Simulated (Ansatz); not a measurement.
A (9,9) blue phosphorus nanotube, relaxed period 3.284 Å, atoms relaxed at each strain.

| strain | energy (meV a period) | axial force (nN) |
|---|---|---|
| -0.015 | +88.8 | -5.90 |
| +0.015 | +82.3 | +5.22 |

All values below come from PBE (plane waves to 420 eV, PAW; Ansatz, an electronic-structure program). Mesh 1×1×10. No spin polarisation. Isolated but for its images some 11 Å away. A hypothetical model, rolled from the flat sheet. Symmetry and one short period hold its shape; lower forms weren't sought. Buckling under compression is shut out by symmetry and the short period. Energies are free energies at a Fermi–Dirac width of 0.02 eV, from the unstrained cell.

Mean diameter 16.37 Å.

Work out the axial stiffness dF/dε in two ways, and what it means for a modulus.

From the forces: (+5.22 − (-5.90))/0.030 = 371 nN. From the energies: (E₊ + E₋)/(ε² c) = 0.1711 eV/(0.015² × 3.284 Å) = 231.6 eV/Å = 371 nN. The two agree to within 1 %. Spread over the circumference π × 16.37 Å, the force value is a sheet stiffness of 72 N/m.
